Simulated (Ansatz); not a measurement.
Reference: MgSe (Fm-3m), PBEsol with spin-orbit coupling, rigid bands (plane waves, PAW; Ansatz, an electronic-structure program); axes and stresses refer to this cell.

```xyz
2
Lattice="0.0000 2.7249 2.7249 2.7249 0.0000 2.7249 2.7249 2.7249 0.0000" Properties=species:S:1:pos:R:3 pbc="T T T"
Mg     0.0000     0.0000     0.0000
Se     2.7249     2.7249     2.7249
```

Seebeck coefficient, p-type 1e19 cm⁻³: 361 μV/K
hole conductivity mass: 0.95 mₑ
electron conductivity mass: 0.29 mₑ

Problem. Change: hydrostatic pressure -2 GPa. What happens to Seebeck coefficient, p-type 1e19 cm⁻³, hole conductivity mass, electron conductivity mass?

Solution. Seebeck coefficient, p-type 1e19 cm⁻³ moves little, to 367 μV/K; hole conductivity mass grows to 0.99 mₑ; electron conductivity mass moves little, to 0.29 mₑ.

Masses are for dilute carriers at 300 K, harmonic means over directions unless an axis is named. Seebeck coefficients are for the stated density at 300 K, with one relaxation time for all states and whether or not that doping can be reached. Stresses and pressures are the targets of the relaxation.  The structure type is held under load, also where the real crystal would transform.
